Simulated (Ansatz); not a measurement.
Consider C vacancy in 4H silicon carbide, charge state +2. The step: one C atom jumps into the vacancy from a nearby C site; the atom moves 3.08 Å along (-0.99, -0.99, 0.00) of the unit cell; the moving atom starts with neighbours Si at 1.87, 2 Si at 1.90, Si at 1.93 Å and ends with Si at 1.87, 2 Si at 1.90, Si at 1.93 Å. DFT values are from Ansatz (plane-wave PAW, 420 eV unless said) in a cell of 72 host sites, spin-restricted, static, with no finite-size correction. The charge state is imposed; whether it is stable for some Fermi level was not computed. Forms of the defect that were not tried may lie lower. For the PBE band: the check of the saddle point's order was inconclusive, and it lies on a symmetry element of the cell, where a band can be held.

```
Level                                                                      Forward barrier (eV)  Cost of the band or of the saddle's single point
-------------------------------------------------------------------------  --------------------  ------------------------------------------------
CHGNet universal potential (has no charge state), its own band                             2.80                                                 -
PBE, the Γ point alone, band relaxed                                                       4.97            about 13 core-minutes (a rough figure)
PBE, a 2×2×2 k-point mesh shifted by half a step along c, same geometries                  5.27            about 80 core-seconds (a rough figure)
r2SCAN at 500 eV, the Γ point alone, same geometries                                          ?                    around 50 core-seconds (rough)
```

Task: What belongs in the gaps?

Result: 
- r2SCAN at 500 eV, the Γ point alone, same geometries, Forward barrier (eV): 5.46

At the Γ point alone and the same geometries, HSE06 less PBE is +0.51 eV for this barrier.

Ansatz is a quantum-chemistry and plane-wave program.
